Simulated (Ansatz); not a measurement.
Worked example: relaxation of the atoms of CrB4 (P1, 5 atoms in the cell) in Ansatz (an electronic-structure program).

Computed with PBEsol, default PAW files made with PBE (plane waves; Ansatz).

The change in words: atoms moved at random; relax: default → atoms; relax.f_tol: default → 0.1 eV/Å. Reference geometry:
```
CrB4
1.0
   -1.43585     2.37410     2.74280
    1.43585    -2.37410     2.74280
    1.43585     2.37410    -2.74280
Cr B
1 4
Direct
  0.02659   0.00175   0.00483
  0.13017   0.32594   0.77014
  0.83408   0.62394   0.17737
  0.45242   0.69411   0.85682
  0.55673   0.35427   0.19084
```
Moments meant for the start (each program seeds them in its own way; μB, in the order of the atoms Cr B B B B): 3.0 0.0 0.0 0.0 0.0.

Reference input (self-consistent single point, DFT, PBEsol, plane waves, default PAW files made with PBE): kpoints.mp_grid.grid = 7 9 10; hamiltonian.xc = pbesol; hamiltonian.pseudopotentials = {kind: paw} (the program's default PAW files); magnetization.spin_polarized = true; scf.occupations.method = cold; scf.occupations.width = 0.05 eV. This run's input differs from it in these lines:

Ansatz 0.2 input:
```diff
@@ -6,7 +6,7 @@
   atoms:
-    - { symbol: Cr, position: [0.02659300, 0.00174600, 0.00482700], spin: 3.0 }
-    - { symbol: B, position: [0.13016500, 0.32594000, 0.77014100] }
-    - { symbol: B, position: [0.83408500, 0.62393700, 0.17737400] }
-    - { symbol: B, position: [0.45242300, 0.69410900, 0.85681600] }
-    - { symbol: B, position: [0.55673300, 0.35426700, 0.19084200] }
+    - { symbol: Cr, position: [0.02408100, 0.00092200, 0.00768500], spin: 3.0 }
+    - { symbol: B, position: [0.13913500, 0.33142200, 0.77945300] }
+    - { symbol: B, position: [0.82179000, 0.61809700, 0.16786700] }
+    - { symbol: B, position: [0.46004800, 0.68895300, 0.85465300] }
+    - { symbol: B, position: [0.55494600, 0.36060400, 0.19034300] }
 kpoints:
@@ -24,2 +24,4 @@
     width: 0.05
+relax:
+  f_tol: 0.1
 output:
```

Output, abridged:

```
   [... SCF lines of the steps left out ...]
relax step   1: F+E_penalty+E_count = -3960.74996732 eV  Δ(F+E_penalty+E_count) = +0.000e0 eV  max|allowed force component| = 5.772e0 eV/Å  Δτ_max = 0.0000 Å  (12 SCF iters, dr2 threshold 1.00e-4 eV, accepted)
relax step   2: F+E_penalty+E_count = -3961.28906901 eV  Δ(F+E_penalty+E_count) = -5.391e-1 eV  max|allowed force component| = 2.786e0 eV/Å  Δτ_max = 0.0589 Å  (6 SCF iters, dr2 threshold 1.00e-4 eV, accepted)
relax step   3: F+E_penalty+E_count = -3961.57707777 eV  Δ(F+E_penalty+E_count) = -2.880e-1 eV  max|allowed force component| = 1.681e-1 eV/Å  Δτ_max = 0.0975 Å  (8 SCF iters, dr2 threshold 1.00e-4 eV, accepted)
relax step   4: F+E_penalty+E_count = -3961.57844561 eV  Δ(F+E_penalty+E_count) = -1.368e-3 eV  max|allowed force component| = 3.982e-2 eV/Å  Δτ_max = 0.0056 Å  (8 SCF iters, accepted)
the relaxation's final electronic state is not compared with the one that a single-point calculation of its input finds at the relaxed geometry …
Stability not checked (fill_not_monotonic)
Magnetization: -0.0000 μB (13.0000 up, 13.0000 down)
Absolute magnetization: 0.0000 μB (∫|ρ↑−ρ↓|, with the PAW one-centre terms)
Spin contamination: 0.0000 ħ² per cell (⟨S²⟩ above its minimum at these occupations)
   [... lines left out ...]
Free energy (F): -3961.578446 eV
Fermi energy:    13.529203 eV
   [... lines left out ...]
    - { symbol: B, position: [0.1452132881183254, 0.3416664762817823, 0.8029547903806045] }
    - { symbol: B, position: [0.8547769197998929, 0.6582933100815828, 0.19699085509799716] }
    - { symbol: B, position: [0.4612578320041919, 0.6578009161518162, 0.8029642616245772] }
    - { symbol: B, position: [0.53874921398269, 0.34224749179280867, 0.19710810536421572] }
```

The run converged.  The full log also holds: “iter 7 did not close the SCF: its close was put off for a magnetic moment that had not settled (scf_convergence_deferred on its scf_iter line)”. The full log also holds: “iter 7 did not close the SCF: its close was put off for a magnetic moment that had not settled (scf_convergence_deferred on its scf_iter line)”.

Summary of the result:
* **Free energy E − TS (on the zero of these files)**: -3961.5784 eV
* **Fermi level (on the code's own zero)**: 13.53 eV
* **Pressure**: -7.12 GPa
* **Largest force (vector length)**: 0.046 eV/Å
* **Size of the cell's spin moment**: 0.00 μB
* **Relaxation steps**: 4

The starting cell comes from a database of published, mostly measured structures (it also holds non-ambient and calculated ones), without a prior relaxation at this level. Its atoms were displaced at random from the sites of space group no. 71. For this run, on top of that: atoms moved at random. The starting moments vanished: the run ended non-magnetic, which need not be the lowest state. The program warned that a starting moment was not kept. Ansatz's pressure includes its estimate of the finite-basis (Pulay) stress.

Cost on one core of a shared machine: roughly 2 min.
